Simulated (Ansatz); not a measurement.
## Several settings converged on the (001) slab of La2O3 (cut from a parent of space group no. 164; 10 atoms in the cell)

```xyz
10
Lattice="3.9597 0.0000 0.0000 -1.9799 3.4292 0.0000 0.0000 0.0000 24.5101" Properties=species:S:1:pos:R:3 pbc="T T T"
La     0.0000     2.2861    10.6964
La     1.9799     1.1431     7.6530
O      0.0000     0.0000     9.1747
O      0.0000     2.2861     7.0000
O      1.9799     1.1431    11.3494
La     0.0000     2.2861    16.8570
La     1.9799     1.1431    13.8137
O      0.0000     0.0000    15.3354
O      0.0000     2.2861    13.1606
O      1.9799     1.1431    17.5101
```

Base method: PBE, PAW files (plane waves; Ansatz, an electronic-structure program).

Base settings: basis.ecutwfc = 420 eV; kpoints.mp_grid.grid = 7 7 1; hamiltonian.xc = pbe; hamiltonian.pseudopotentials = {kind: paw} (the program's default PAW files); scf.occupations.method = fermi_dirac; scf.occupations.width = 0.05 eV.

The count of work is k-points × plane waves × bands × iterations; it is no time. Core times come from one kind of shared machine, to one figure; runs under 30 s give none.

**The vacuum**

The mesh stays at the base's, so the ladder's end is converged at best in this setting alone.

Only quantities that move along the ladder and can be compared are tabulated.

```tsv
vacuum between outermost atoms (Å)	free energy less the last step's (meV/atom)	largest difference of a force vector from the last step's (eV/Å)	gap on the mesh (eV)	count of work / last
3.0	-26.03	0.280	3.899	0.34
4.0	-4.98	0.057	3.949	0.36
5.0	-0.99	0.011	3.953	0.42
6.0	-0.21	0.003	3.976	0.48
7.0	-0.06	0.001	3.978	0.51
8.0	-0.01	0.000	3.979	0.50
10.0	-0.03	0.001	3.979	0.56
12.0	-0.02	0.000	3.980	0.61
14.0	0.00	0.000	3.980	0.66
17.0	-0.01	0.000	3.980	0.74
20.0	-0.01	0.000	3.980	0.82
25.0	-0.02	0.000	3.980	0.96
30.0	0.00	0.000	3.980	1.0
```

Smallest vacuum between outermost atoms (Å) that holds the gap on the mesh within 0.02 eV of the last step, with all finer ones: 6.0; the step before is off by 0.027 eV.

Smallest vacuum between outermost atoms (Å) that holds the forces within 0.02 eV/Å of the last step, with all finer ones: 5.0, at 0.42 of the last step's count of work; the step before is off by 0.057 eV/Å.

Smallest vacuum between outermost atoms (Å) that holds the free energy within 0.5 meV/atom of the last step, with all finer ones: 6.0; the step before is off by 0.99 meV/atom.

**The plane-wave cutoff**

The mesh stays at the base's, so the ladder's end is converged at best in this setting alone.

Only quantities that move along the ladder and can be compared are tabulated.

| basis.ecutwfc | free energy less the last step's (meV/atom) | largest difference of a force vector from the last step's (eV/Å) | gap on the mesh (eV) | count of work / last |
|---|---|---|---|---|
| 210 eV | 3019.43 | 0.810 | 4.008 | 0.12 |
| 250 eV | 1018.93 | 0.522 | 4.017 | 0.16 |
| 295 eV | 257.87 | 0.084 | 3.985 | 0.21 |
| 355 eV | 31.99 | 0.006 | 3.978 | 0.27 |
| 420 eV | 2.29 | 0.001 | 3.980 | 0.36 |
| 505 eV | 0.50 | 0.001 | 3.980 | 0.47 |
| 630 eV | 0.19 | 0.000 | 3.979 | 0.64 |
| 840 eV | 0.00 | 0.000 | 3.979 | 1.0 |

Coarsest basis.ecutwfc that holds the free energy within 2 meV/atom of the last step, with all finer ones: 505 eV; the step before is off by 2.3 meV/atom.

Coarsest basis.ecutwfc that holds the gap on the mesh within 0.02 eV of the last step, with all finer ones: 295 eV, at 0.21 of the last step's count of work; the step before is off by 0.037 eV.

Coarsest basis.ecutwfc that holds the forces within 0.005 eV/Å of the last step, with all finer ones: 420 eV, at 0.36 of the last step's count of work; the step before is off by 0.006 eV/Å.

**The depth of the relaxed slab**

On the (001) slab of La2O3 (cut from a parent of space group no. 164; 5 atoms in the cell), and deeper slabs.

In this ladder: relax = atoms; relax.f_tol = 0.02 eV/Å.

The mesh stays at the base's, so the ladder's end is converged at best in this setting alone.

Only quantities that move along the ladder and can be compared are tabulated.

| atoms | gap on the mesh (eV) | relaxation steps | core time / last (rough) |
|---|---|---|---|
| 5 | 3.765 | 5 | – |
| 15 | 3.980 | 5 | 0.5 |
| 20 | 3.930 | 5 | 0.8 |
| 25 | 3.904 | 4 | 1 |

Smallest size that holds the gap on the mesh within 0.1 eV of the last step, with all finer ones: 15; the step before is off by 0.14 eV.

On the base run: the starting cell has typed, rounded lattice constants, without a prior relaxation at this level. The slab is cut from that crystal, and its faces are unrelaxed. Its lattice was rescaled by up to half a per cent. Spin polarisation is off, though cut faces can carry moments; a gap of a slab can lie between surface states.

Keys are those of Ansatz 0.2.
